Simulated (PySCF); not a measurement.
PySCF 2.14.0, HF/def2-svp: Si(Me)(OEt)(NH2)2 (CCO[Si](C)(N)N), 19 atoms. The geometry is a generated start, not checked to be a minimum at this level.

```yaml
task: energy
method: hf
basis: def2-svp
mol.max_memory: 7000 MB
mf.init_guess: minao (default)
mf.DIIS: CDIIS (default)
mf.diis_space: 8 (default)
mf.conv_tol: 1e-09 (default)
basis functions (reference run): 162
```

```xyz
19

C      2.4955     1.4707    -0.6159
C      1.5721     0.5582     0.1767
O      0.3263     0.4903    -0.4657
Si    -0.9379    -0.4785    -0.1046
C     -1.5842    -0.2616     1.6683
N     -0.4106    -2.1242    -0.2524
N     -2.2179    -0.0690    -1.1961
H      3.4576     1.5594    -0.1168
H      2.6493     1.0681    -1.6143
H      2.0495     2.4576    -0.7075
H      2.0021    -0.4472     0.2560
H      1.4330     0.9483     1.1922
H     -2.4622    -0.8712     1.8446
H     -0.8312    -0.5498     2.3953
H     -1.8543     0.7712     1.8644
H      0.1905    -2.3504    -1.0287
H     -1.1023    -2.8469    -0.1376
H     -2.0081    -0.0698    -2.1811
H     -2.7673     0.7450    -0.9766
```
Charge 0, spin multiplicity 1.

The reference run uses exact four-centre integrals. Each setting ran once; only counts and results are compared.

Measured:

| setting | energy against the reference |
|---|---|
| COSX exchange (sgx_fit, pjs) with fitted J, mf.with_df.grids_level_i = 1, mf.with_df.grids_level_f = 4 | −0.23 meV/atom |
| COSX exchange (sgx_fit, pjs) with fitted J, mf.with_df.grids_level_i = 1, mf.with_df.grids_level_f = 3 | −0.23 meV/atom |
| COSX exchange (sgx_fit, pjs) with fitted J, mf.with_df.grids_level_i = 1, mf.with_df.grids_level_f = 2 (default) | −0.22 meV/atom |

Question: Predict the row for COSX exchange (sgx_fit, pjs) with fitted J, mf.with_df.grids_level_i = 1, mf.with_df.grids_level_f = 1.

Answer: energy against the reference: −0.32 meV/atom. Total energies are compared; such shifts often cancel in part in energy differences. sgx_fit (COSX, pjs=True) fits J as well, so its difference is the sum of the grid's shift in exchange and the fit's in Coulomb.
